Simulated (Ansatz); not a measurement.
Consider this model of amorphous silicon oxynitride (Si90O36N96).

```
N16O6Si15
1.0
   14.08206    -0.12955    -0.07935
   -0.12955    13.80599    -0.22837
   -0.07935    -0.22837    13.75792
Si O N
90 36 96
Cartesian
  1.32222   8.20846  -0.04466
  8.07394  11.73609  -0.09483
  2.17908  10.20461   9.92599
 13.81392   6.35680   0.55705
  5.14838   5.86369   9.92270
  9.50965  11.77321   9.15627
 10.63676  10.26699   6.82929
  8.45579   1.68031  12.30752
  4.37637   5.58206   6.57605
  0.68975   1.20458   5.27906
 13.02595  -0.01680   0.44778
  6.31140  -0.11807   5.21668
 12.52875   8.40894   1.82874
  9.39163   6.91985  11.00951
 13.04239   3.02371   6.97711
  3.13379  12.28903  11.76526
  8.61031   5.26148   8.89518
  6.97549   4.26497  13.09299
  7.39071  10.41678   3.96281
 11.47361   9.55847   4.17055
  4.26253   9.37324   0.23968
  2.58313   5.35227   8.40784
 12.18618   2.91966  10.11037
  9.94438   1.05308   3.80307
 10.88850   0.73875  10.83404
  0.87170  12.94555   2.44819
  9.03166   5.25677   4.01893
  0.02104   0.25845   7.52945
  3.06025   2.69849   3.93638
 13.67700   9.52480   6.18444
  5.69919  10.84567   1.69378
 11.13316   2.25533   1.49927
  9.77215   3.93560   0.11058
  4.82717   6.22981   3.54055
 10.08028   7.38302   5.59260
  0.00938   2.13762  12.46448
  1.16900   8.06445   8.40893
 10.66233   6.81899   0.08361
  2.11067   3.04534  10.55665
  9.29916   7.98765   2.57354
  5.64357   1.71460  13.30382
  7.48522   2.52162   4.31654
 10.48137  13.31782  13.23954
  5.02997   2.93909   9.16089
 13.00828  11.82143  11.46893
  7.13984   8.48703   9.61947
  6.83282   8.24567   2.09778
  6.57726   4.04582   2.42939
  5.88256   7.20583  12.04324
  2.38132   9.22187   5.86147
 12.34403   6.01496  10.33919
  3.43479   4.77931   1.97401
  0.17615   4.84318   8.52145
  4.00514   9.60818   7.93565
  8.17211  11.77066   6.41351
  5.21741   0.97857   2.38510
  4.50437  11.37461   6.19760
  2.44568   6.71364   4.40509
  6.48564  11.35623   8.91821
  0.07257   0.27387  10.63912
  7.58167   8.96141   6.58682
  3.40307  13.55388   6.28993
  9.90417   7.70778   8.43691
  1.51184   4.26714   5.78635
 -0.14224   8.91694  11.17545
  5.98560  12.81642  11.50201
  7.10888   0.62627   9.48153
  2.16438  13.10764   9.01151
 12.44696   4.22652  12.89196
 12.47563   7.35850   7.59900
  0.97113  13.31944  13.31473
  8.99470   2.26387   9.34920
  4.05551   4.50855  12.52710
  0.67618   4.51538   3.09161
  8.01311   8.18223  13.19780
  7.88554  10.73946  11.39624
  4.26459  10.01746  11.29127
  1.29114  12.10467   5.26376
  3.43851  12.55177   1.02919
  9.95617  11.97288   4.26549
 11.77376   3.62189   4.20089
  7.58839  12.92960   2.59495
  7.32375   6.16073   6.36082
  4.86503   2.44231   6.11772
  8.12179   1.72170   1.50529
  1.41784   4.75695  13.65538
 11.80681  12.47961   8.67966
 11.27660   5.23089   7.13373
  8.10489   1.10672   6.47245
  4.36985   0.91861  10.54732
  3.25756  13.51641   7.90295
 12.58386  13.02018   7.34114
  3.72429   1.30901   6.15398
 12.98764  10.15238  11.31138
  9.28171  11.04379  10.58531
  6.78612   5.83701  12.75821
  4.81723  13.42909   1.27231
 10.99050  10.95957   3.50179
  4.97313   3.21581   7.53233
  8.61540   3.67664   8.63610
  3.26783   6.40970   2.76675
  3.94703   1.44595   3.33657
  6.93514   7.67294   5.84829
  7.21249   4.45849   1.01099
 10.55260   4.70547   3.90346
  4.93922   1.98410   0.97891
  4.31129   3.38304   4.90238
 10.48158  13.50675   4.20404
  6.87922   8.80395   8.03466
  2.77746   8.64210   0.53306
  8.92814   6.40962   2.90995
 11.44393   8.30756   8.47984
  0.67367   8.97039  12.58683
  2.55333   3.96350  11.92426
  9.52036  12.49148   0.16981
  7.44590   6.01659   8.00500
 12.76801   9.15653   3.22973
  6.00085   5.22416   6.13732
 13.27994   7.27130  10.86229
  5.77973   4.29220   9.73832
  1.82356  11.49350   8.93636
  6.04761   7.12008   3.02304
  5.88021  10.81216   3.37277
  8.57749   5.55648  10.50566
  9.78001   5.50837   0.50334
 10.90842   6.68757  10.52079
  2.35036   3.67882   2.70324
  2.62912  12.93914  13.30227
  7.91834   8.99902   3.24082
 13.84760   8.28454   7.28669
 10.39525  13.27345   9.41447
  4.06172   9.72369   6.08865
  0.42282  12.87728  11.72053
  9.93084   0.66194  12.31689
  4.71782   8.73372  12.38602
  2.55633  10.67734  11.50866
  6.16230   7.25389  10.27508
  8.39075  11.80359   3.61829
  4.23610  11.02503   0.79425
  4.08708   6.44836   5.07561
  8.82405   0.46808   2.50069
  1.37936   5.38631   4.46968
 12.87484  12.55512   9.94290
  6.46783   1.76827   5.65612
  2.99509  12.08945   5.50477
  6.52348  12.85441   9.79482
 11.96919  12.59102  12.70010
  8.10002  11.53785   8.11996
  0.01807   3.76417  13.02520
  8.90596   1.82515   5.05069
  8.26423   1.16495   8.17245
  1.68722   2.61026   5.03583
  1.82643   8.20500   4.68519
  8.03458   1.56719  10.62441
  0.05520  12.87104   0.91132
  6.75239   2.25400   2.65225
  8.52155   3.44903  12.60898
  0.84416   0.24957   9.04737
 11.15027   2.18403   3.30378
 12.66375   1.39341  11.08271
  5.59401   1.33081   9.31228
  8.85654   8.07231   9.76099
  8.19151   7.95167   1.09030
  7.66258   4.19268   3.83960
 11.46364   3.40738   0.05496
  4.76766  11.66235  11.69946
  0.60600   5.29491   1.53501
  1.08173   1.81652  11.19699
  3.05554  13.45931  10.44192
  3.65022   2.44639  10.11386
 10.94519   7.91635   1.46997
  3.79974   9.51008   9.66271
  5.11098  13.00469   6.04547
  0.10055   1.00617  13.73216
  0.34729   0.26339   3.87149
  6.32648  -0.10226   3.53870
  0.96183   6.37061  13.20657
 13.03887   3.27081   8.70467
 12.02386   9.79601   5.82820
  9.43475   8.64549   6.88571
  0.94992  10.48865   5.84656
 11.61352   3.75881   6.21706
 10.59880   2.22294   9.92284
 10.88185  11.03803   8.32695
  8.89754   6.04182   5.56561
  7.29091  10.40685   5.72308
  1.64406   4.15008   9.33666
  0.16359  12.46263   3.97134
  5.14664  10.99269   7.86708
  7.41070  12.22287  12.20540
  5.03646   4.72733   2.66449
 10.32146   8.29667   4.15121
  5.47931   3.40288  12.72858
  0.20598   4.31941   6.85684
  5.65109   9.13254   1.28688
  7.09258  11.86466   1.28357
  0.91985   9.03497   9.83198
  9.98734   5.93754   8.13748
  4.22118   5.99101   8.41621
 12.25376   4.40737  11.09693
  3.23418   4.93997   0.30228
  9.45863   2.74920   1.31623
  7.33859   1.27050  13.67326
 13.58153   1.48342   6.46199
 12.19751   5.85200  13.54165
 13.94191   8.01659   1.06186
 13.27007   3.83329   3.54707
  2.45256  12.60939   2.32933
  8.17157   9.93067  12.90191
  4.52097   5.89905  11.57584
  2.46148   8.78948   7.57601
  2.84322   4.79154   6.77143
  9.55486   7.38201  12.62486
 12.65916   5.82548   8.51877
 11.53992   0.65491   0.97897
  5.33463   0.59222  12.01277
  7.68987  13.29734   5.80668
  9.80180  11.42462   5.89221
 11.57301   6.73377   6.25217
  1.21354   6.38363   8.53061
  1.10887  13.64733   6.12917
  6.76914  10.10510  10.21549
```

Methods: PBE, scalar-relativistic without spin-orbit coupling (Ansatz, a program for electronic structure); r2SCAN, scalar-relativistic without spin-orbit coupling (Ansatz). Neutral PBE cell, which sets geometry, pressure and energy: sampling: a 2×2×2 Γ-centred mesh; Fermi-Dirac width 0.02 eV; no spin polarisation.

It comes from a melt-quench run on a machine-learned potential (CHGNet), relaxed afterwards by DFT. O and N atoms were pushed apart under 1.9 Å during the dynamics, to hinder bonds among them. The hot cell started wider than the set density and was brought back towards it in steps. It is the lowest in DFT energy of 8 quenches. It is a model cell: composition and starting density were chosen by hand, and all elements were melted together. No dispersion term was used. Its density started from a set value of 2.81 and ended at 2.76 g/cm³. The simulated quench (nominally 360 K/ps over its main leg) is rapid and tends to freeze in more defects than a deposited or slowly cooled glass has. Values belong to this one cell and scatter from quench to quench. Volume and shape were free in the relaxation.

Q: Give the pressure and the spacing of the highest filled and lowest empty levels.

A: 
| Property | Result |
|---|---|
| Pressure on a 2×2×2 Γ-centred mesh | 0.01 GPa |
| Largest force and stress component on that mesh (the relaxation ran on the zone centre alone) | 0.03 eV/Å and 0.0 GPa |
| Gap between localised states on a 2×2×2 Γ-centred mesh (PBE) | 1.76 eV |
| Gap between localised states at the zone centre (PBE) | 1.76 eV |
| Gap between localised states at the zone centre (r2SCAN) | 2.17 eV |
| Distance between the nearest levels spread over more than a fifth of the atoms or a third of the atoms of their main element (six at least) (PBE, zone centre) | 3.78 eV |

Q: At PBE and the zone centre, how localised are the states just below and above the Fermi level (participation number: the atoms over which a state spreads)?

A: The highest filled state is spread over 4.8 atoms' worth, largest on N208, with weights by element (charge in smoothed Voronoi cells) N 0.86, Si 0.11, O 0.02. The lowest empty state is spread over 17.9 atoms' worth, largest on Si13, with weights by element (charge in smoothed Voronoi cells) Si 0.51, N 0.38, O 0.12.

At PBE the levels at both edges of the gap are localised (band-tail or defect states), and the nearest spread-out levels lie 3.8 eV apart at the zone centre.

Neighbours within Si-Si 2.60 Å, Si-O 1.98 Å, Si-N 2.18 Å, O-O 1.58 Å, O-N 1.64 Å, N-N 1.70 Å count as bonded. Two cations that share two anions don't count as bonded, nor two that share one unless they lie closer than Si-Si 2.38 Å.

A PBE run started with 1 μB on atoms that lack a bond or may hold spare charge lost its moments; other starts weren't tried.
